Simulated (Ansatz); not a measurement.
# W: element substitutions

The reference is W in the fcc (Cu type) structure (space group Fm-3m, No. 225).

```cif
data_W4
_chemical_formula_sum 'W4'
_space_group_name_H-M_alt 'Fm-3m'
_space_group_IT_number 225
_space_group_name_Hall '-F 4 2 3'
_cell_length_a 3.99760
_cell_length_b 3.99760
_cell_length_c 3.99760
_cell_angle_alpha 90.000
_cell_angle_beta 90.000
_cell_angle_gamma 90.000
loop_
_atom_site_label
_atom_site_type_symbol
_atom_site_symmetry_multiplicity
_atom_site_Wyckoff_symbol
_atom_site_fract_x
_atom_site_fract_y
_atom_site_fract_z
_atom_site_occupancy
W1 W 4 a 0.00000 0.00000 0.00000 1
```
(The calculation used a cell of 1 atom; values per cell refer to that cell.)

Each row replaces one element on all its sites; cell and atoms are relaxed.

All numbers come from PBEsol in Ansatz (plane waves to 420 eV, PAW, scalar-relativistic without spin-orbit coupling).

For the base:

- Lattice parameter a: 3.998 Å

Question: The aim is a lattice parameter a between 4.811 Å and 5.104 Å. Which of these changes reaches it?
A) W → Bi
B) W → Pt
C) W → Ta

Answer: A, W → Bi. It gives 4.943 Å; W → Pt gives 3.918 Å; W → Ta gives 4.177 Å. Changes not listed may reach it too

Stability against distortions was not tested. As relaxed here, Bi is a hypothetical phase, not in the database extracts checked. The final runs are not spin-polarised. This is not the structure that W has at room temperature and ambient pressure. This is not the structure that Ta has at room temperature and ambient pressure.

Ansatz is an electronic-structure program.
